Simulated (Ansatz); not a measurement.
## Amorphous Si₂₄O₅₁Sb₂

It comes from a melt-quench run on a machine-learned potential (CHGNet), relaxed afterwards by DFT. O atoms were pushed apart under 1.9 Å during the dynamics, to hinder bonds among them. The hot cell started wider than the set density and was brought back towards it in steps. It is the lowest in DFT energy of 2 quenches. It is a model cell: composition and starting density were chosen by hand, and all elements were melted together. No dispersion term was used.

Methods: PBE, scalar-relativistic without spin-orbit coupling (Ansatz, a quantum-chemistry and plane-wave program); r2SCAN, scalar-relativistic without spin-orbit coupling (Ansatz); HSE06, scalar-relativistic without spin-orbit coupling (Ansatz). Geometry, pressure, stress and energy are those of the PBE run. Its sampling: a 2×2×2 Γ-centred mesh; Fermi-Dirac width 0.02 eV; no spin polarisation. Other functionals are single points at the zone centre (r2SCAN at 500 eV; exact exchange cut at the cell's faces), free to take moments where seeds were set. At PBE the levels at the filled edge of the gap are localised (band-tail or defect states), and the nearest spread-out levels lie 4.8 eV apart at the zone centre.

The number of atoms in the cell is 77, the density (held, not predicted) is 2.45 g/cm³ and the volume per atom comes out as 15.25 Å³. The pressure on a 2×2×2 Γ-centred mesh is 19.1 kbar, the largest force and stress component on that mesh (the relaxation ran on the zone centre alone) is 0.02 eV/Å and 2.0 GPa and the level gap on a 2×2×2 Γ-centred mesh (PBE) is 4.33 eV. The level gap at the zone centre (PBE) is 4.38 eV, the level gap at the zone centre (r2SCAN) is 4.94 eV and the level gap at the zone centre (HSE06) is 6.08 eV.

Neighbours within Si-Si 2.60 Å, Si-O 1.98 Å, Si-Sb 2.92 Å, O-O 1.58 Å, O-Sb 2.46 Å, Sb-Sb 3.25 Å count as bonded. Two cations that share two anions don't count as bonded, nor two that share one unless they lie closer than Si-Si 2.38 Å, Si-Sb 2.68 Å, Sb-Sb 2.97 Å.

```json
{
  "Mean coordination of Si by anions": "4.04 (23 with 4, 1 with 5)",
  "Mean coordination of O": "2.02 (50 with 2, 1 with 3)",
  "Mean coordination of Sb by anions": "3.00 (2 with 3)",
  "Mean Si-O bond": "1.643 Å (spread 0.044 Å, 97 counted)",
  "Mean O-Sb bond": "2.000 Å (spread 0.040 Å, 6 counted)"
}
```

Its density started from a set value of 2.45 g/cm³. The quench (nominally 400 K/ps over its main leg) was far faster than any real one, so the model tends to hold more defects than a real film. Values belong to this one cell and scatter from quench to quench. The volume was held where the preparation left it and the shape relaxed, at a PBE pressure of 1.9 GPa. Stress components on the final sampling reach 2.0 GPa.
